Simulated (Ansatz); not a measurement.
```xyz
4
Lattice="2.5698 0.0000 0.0000 -1.2849 2.2256 0.0000 0.0000 0.0000 4.1586" Properties=species:S:1:pos:R:3 pbc="T T T"
C      0.0000     1.4837     0.0003
C      1.2849     0.7419     2.0796
C      0.0000     1.4837     1.5591
C      1.2849     0.7419     3.6384
```

Calculation: r2SCAN, rigid bands (plane waves, PAW, scalar-relativistic; Ansatz, an electronic-structure program). Condition of this run: biaxial stress in the c plane of -33 GPa (compression positive) (the target of the relaxation). Geometry: cell and atoms relaxed with PBEsol, then loaded as said.

What conductivity effective mass do dilute electrons have at 300 K?

0.49 (x), 0.49 (y), 0.26 (z) mₑ.

What conductivity effective mass do dilute holes have at 300 K?

0.46 (x), 0.46 (y), 0.60 (z) mₑ.

And the band gap?

3.78 eV at this level; semilocal functionals usually fall short of the measured gap.

Rigid bands, one relaxation time for all states, no polarons. Spin-orbit coupling is left out. Geometry: cell and atoms relaxed with PBEsol.
